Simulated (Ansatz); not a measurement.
What tensor shear ε_xz = +0.67 % does to ZnO

The reference is ZnO in the wurtzite structure (space group P6_3mc, No. 186; a = 3.1869 Å, c = 5.1526 Å). Axes: x lies along a and z along c of the hexagonal cell.

Now apply this change: tensor shear ε_xz = +0.67 % (engineering shear γ = 0.0134), atoms relaxed at fixed cell.

All numbers come from LDA (Ansatz, a quantum-chemistry and plane-wave program, PAW, scalar-relativistic without spin-orbit coupling). Settings: 12×12×7 k-points, 0.05 eV Fermi–Dirac smearing.

The space group goes from P6_3mc (No. 186) to Cc (No. 9) and the shortest interatomic distance stays 3.673 bohr. The energy hardly moves and the pressure (mean of the normal stresses, compression positive) is nearly the same (0.00 GPa against -0.01 GPa). The band gap is still 0.80 eV and the gap character is still direct at Γ. The electron mass remains 0.15 mₑ (at Γ) and the valence-band top at Γ (three highest levels, from the VBM) is still 0.00, 0.00, -0.11 eV. The stress (xx, yy, zz, yz, xz, xy; compression positive) comes out as (-0.02, 0.00, 0.00, 0.00, -0.51, 0.00) GPa.

Final structure:

```yaml
crystal:
  lattice:
    - [3.18693, 0.00000, 0.02135]
    - [-1.59347, 2.75997, -0.01068]
    - [0.03452, 0.00000, 5.15257]
  atoms:
    - { symbol: Zn, position: [0.33200, 0.66660, 0.00181] }
    - { symbol: Zn, position: [0.66540, 0.33340, 0.50181] }
    - { symbol: O, position: [0.33469, 0.66677, 0.38019] }
    - { symbol: O, position: [0.66792, 0.33323, 0.88019] }
```

The cells carry an imposed strain or load. Effective masses come from finite differences of ±0.01 Å⁻¹. Whether these cells are dynamically stable was not tested. k-point labels follow each cell's own Brillouin zone.
